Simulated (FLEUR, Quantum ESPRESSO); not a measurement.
A Quantum ESPRESSO input for a self-consistent single point of GaCuGeSe4 (I-4, 7 atoms in the cell) (DFT, PBEsol, plane waves, PseudoDojo standard norm-conserving (PBESOL) pseudopotentials):

```fortran
&CONTROL
 calculation = 'scf',
 prefix = 'scf',
 outdir = './tmp/',
 pseudo_dir = './',
 tprnfor = .true.,
 tstress = .true.,
/
&SYSTEM
 ibrav = 7,
 celldm(1) = 10.19747617,
 celldm(3) = 1.9632753872,
 nat = 7,
 ntyp = 4,
 ecutwfc = 95,
 occupations = 'fixed',
 nbnd = 57,
/
&ELECTRONS
 conv_thr = 1.0d-9,
 mixing_beta = 0.5,
/
ATOMIC_SPECIES
Ga    69.7230  Ga.upf
Cu    63.5460  Cu.upf
Ge    72.6300  Ge.upf
Se    78.9710  Se.upf
ATOMIC_POSITIONS {crystal}
Ga    0.00000000    0.50000000    0.50000000
Cu   -0.50000000    0.75000000    0.25000000
Ge   -0.50000000    0.25000000    0.75000000
Se   -0.47142000    0.11832000    0.11400000
Se   -0.99568000    0.35310000    0.88168000
Se   -0.52858000    0.64258000    0.64690000
Se   -0.00432000    0.88600000    0.35742000
K_POINTS {automatic}
3 3 3  0 0 0
```

Problem. Give the FLEUR input for the same structure, mesh, smearing and functional.

Solution. This is the input that was run; spellings and numerical settings could be chosen otherwise.

Input of the input generator:

```
GaCuGeSe4 crystal
&input film=f /
-5.0987380870 5.0987380870 10.0102269917
5.0987380870 -5.0987380870 10.0102269917
5.0987380870 5.0987380870 -10.0102269917
1.0
1.0 1.0 1.0

7
31 0.5000000000 0.5000000000 0.0000000000
29 0.2500000000 0.7500000000 0.5000000000
32 0.7500000000 0.2500000000 0.5000000000
34 0.1140000000 0.1183200000 0.4714200000
34 0.8816800000 0.3531000000 0.9956800000
34 0.6469000000 0.6425800000 0.5285800000
34 0.3574200000 0.8860000000 0.0043200000

&comp jspins=1 /
&exco xctyp='PBEs' /
&kpt div1=3 div2=3 div3=3 /
&end /
```

```xml
<?xml version="1.0" encoding="UTF-8" standalone="no"?>
<fleurInput fleurInputVersion="0.39">
   <comment>
      GaCuGeSe4 crystal                                                                                   
   </comment>
   <calculationSetup>
      <cutoffs Kmax="3.8" Gmax="11.4" GmaxXC="11.4" numbands="0"/>
      <scfLoop itmax="60" minDistance="0.00001" maxIterBroyd="40" imix="Anderson" alpha="0.05" precondParam="0.0" spinf="2.0"/>
      <coreElectrons ctail="T" frcor="F" kcrel="0" coretail_lmax="0"/>
      <xcFunctional name="PBEs" relativisticCorrections="F"/>
      <magnetism jspins="1"/>
      <soc l_soc="F" theta="0.0" phi="0.0" spav="F"/>
      <expertModes spex="0" secvar="F"/>
      <geometryOptimization l_f="T" forcealpha="1.0" forcemix="BFGS" epsdisp="0.00001" epsforce="0.00001"/>
      <ldaU l_linMix="F" mixParam="0.05" spinf="1.0"/>
   </calculationSetup>
   <cell>
      <bzIntegration valenceElectrons="102.0" mode="hist" fermiSmearingEnergy="0.0001">
         <kPointListSelection listName="default-1"/>
         <!-- k-points included here -->
         <xi:include xmlns:xi="http://www.w3.org/2001/XInclude" href="kpts.xml"> </xi:include>
      </bzIntegration>
      <!-- symmetry operations included here -->
      <xi:include xmlns:xi="http://www.w3.org/2001/XInclude" href="sym.xml"> </xi:include>
      <bulkLattice scale="1.0">
         <bravaisMatrix>
            <row-1>   -5.0987380870000001     5.0987380870000001    10.0102269916999997</row-1>
            <row-2>    5.0987380870000001    -5.0987380870000001    10.0102269916999997</row-2>
            <row-3>    5.0987380870000001     5.0987380870000001   -10.0102269916999997</row-3>
         </bravaisMatrix>
      </bulkLattice>
   </cell>
   <atomSpecies>
      <species name="Gallium (Ga)" element="Ga" atomicNumber="31">
         <mtSphere radius="2.17" gridPoints="751" logIncrement="0.016"/>
         <atomicCutoffs lmax="8" lnonsphr="6"/>
         <electronConfig flipSpins="F">
            <coreConfig>(1s1/2) (2s1/2) (2p1/2) (2p3/2) (3s1/2) (3p1/2) (3p3/2)</coreConfig>
            <valenceConfig>(4s1/2) (3d3/2) (3d5/2) (4p1/2) (4p3/2)</valenceConfig>
            <stateOccupation state="(4p1/2)" spinUp="0.1666666666667" spinDown="0.1666666666667"/>
            <stateOccupation state="(4p3/2)" spinUp="0.3333333333333" spinDown="0.3333333333333"/>
         </electronConfig>
         <energyParameters s="4" p="4" d="3" f="4"/>
         <lo type="HELO" l="2" n="4" eDeriv="0"/>
      </species>
      <species name="Copper (Cu)" element="Cu" atomicNumber="29">
         <mtSphere radius="2.16" gridPoints="745" logIncrement="0.016"/>
         <atomicCutoffs lmax="8" lnonsphr="6"/>
         <electronConfig flipSpins="F">
            <coreConfig>(1s1/2) (2s1/2) (2p1/2) (2p3/2) (3s1/2) (3p1/2) (3p3/2)</coreConfig>
            <valenceConfig>(4s1/2) (3d3/2) (3d5/2)</valenceConfig>
            <stateOccupation state="(4s1/2)" spinUp="0.5" spinDown="0.5"/>
         </electronConfig>
         <energyParameters s="4" p="4" d="3" f="4"/>
         <lo type="HELO" l="2" n="4" eDeriv="0"/>
      </species>
      <species name="Germanium (Ge)" element="Ge" atomicNumber="32">
         <mtSphere radius="2.11" gridPoints="727" logIncrement="0.017"/>
         <atomicCutoffs lmax="8" lnonsphr="6"/>
         <electronConfig flipSpins="F">
            <coreConfig>(1s1/2) (2s1/2) (2p1/2) (2p3/2) (3s1/2) (3p1/2) (3p3/2)</coreConfig>
            <valenceConfig>(4s1/2) (3d3/2) (3d5/2) (4p1/2) (4p3/2)</valenceConfig>
            <stateOccupation state="(4p1/2)" spinUp="0.3333333333333" spinDown="0.3333333333333"/>
            <stateOccupation state="(4p3/2)" spinUp="0.6666666666667" spinDown="0.6666666666667"/>
         </electronConfig>
         <energyParameters s="4" p="4" d="3" f="4"/>
         <lo type="HELO" l="2" n="4" eDeriv="0"/>
      </species>
      <species name="Selenium (Se)" element="Se" atomicNumber="34">
         <mtSphere radius="2.11" gridPoints="727" logIncrement="0.017"/>
         <atomicCutoffs lmax="8" lnonsphr="6"/>
         <electronConfig flipSpins="F">
            <coreConfig>(1s1/2) (2s1/2) (2p1/2) (2p3/2) (3s1/2) (3p1/2) (3p3/2)</coreConfig>
            <valenceConfig>(4s1/2) (3d3/2) (3d5/2) (4p1/2) (4p3/2)</valenceConfig>
            <stateOccupation state="(4p1/2)" spinUp="0.6666666666667" spinDown="0.6666666666667"/>
            <stateOccupation state="(4p3/2)" spinUp="1.3333333333333" spinDown="1.3333333333333"/>
         </electronConfig>
         <energyParameters s="4" p="4" d="3" f="4"/>
         <lo type="HELO" l="2" n="4" eDeriv="0"/>
      </species>
   </atomSpecies>
   <atomGroups>
      <atomGroup species="Gallium (Ga)">
         <relPos label="                   1">1.000/2.000 1.000/2.000 .0000000000</relPos>
         <force calculate="T" relaxXYZ="TTT"/>
      </atomGroup>
      <atomGroup species="Copper (Cu)">
         <relPos label="                   2">1.000/4.000 -1.000/4.000 1.000/2.000</relPos>
         <force calculate="T" relaxXYZ="TTT"/>
      </atomGroup>
      <atomGroup species="Germanium (Ge)">
         <relPos label="                   3">-1.000/4.000 1.000/4.000 1.000/2.000</relPos>
         <force calculate="T" relaxXYZ="TTT"/>
      </atomGroup>
      <atomGroup species="Selenium (Se)">
         <relPos label="                   4">.1140000000 .1183200000 .4714200000</relPos>
         <relPos label="                   5">-.1183200000 .3531000000 -.0043200000</relPos>
         <relPos label="                   6">-.3531000000 -.3574200000 -.4714200000</relPos>
         <relPos label="                   7">.3574200000 -.1140000000 .0043200000</relPos>
         <force calculate="T" relaxXYZ="TTT"/>
      </atomGroup>
   </atomGroups>
   <output dos="F" band="F" slice="F">
      <checks vchk="F" cdinf="F"/>
      <bandDOS minEnergy="-.5*Htr" maxEnergy="0.5*Htr" sigma="0.015" storeEVData="T"/>
      <vacuumDOS vacdos="F" integ="F" star="F" nstars="0" locx1="0.0" locy1="0.0" locx2="0.0" locy2="0.0" nstm="0" tworkf="0.0"/>
      <unfoldingBand unfoldBand="F" supercellX="1" supercellY="1" supercellZ="1"/>
      <plotting iplot="0" polar="F">
         <plot TwoD="T" vec1="  1.0  0.0  0.0" vec2="  0.0  1.0  0.0" vec3="  0.0  0.0  1.0" zero="  0.0  0.0  0.0" file="plot"/>
      </plotting>
      <chargeDensitySlicing numkpt="0" minEigenval="0.0" maxEigenval="0.0" nnne="0" pallst="F"/>
      <specialOutput eonly="F"/>
      <magneticCircularDichroism mcd="F" energyLo="-10.0" energyUp="0.0"/>
   </output>
  <!-- We include the file relax.xml here to enable relaxations (see documentation) -->
  <xi:include xmlns:xi="http://www.w3.org/2001/XInclude" href="relax.xml"> <xi:fallback/> </xi:include>
</fleurInput>
```

Basis, cutoffs, solver keys and any potentials are the target program's own. This input uses DFT, PBEsol, all-electron FLAPW (FLEUR), scalar-relativistic valence.

The starting cell comes from a database of computed structures (which also holds hypothetical and non-ambient phases and stackings), without a prior relaxation at this level. For this run, on top of that: lattice scaled by 0.98.
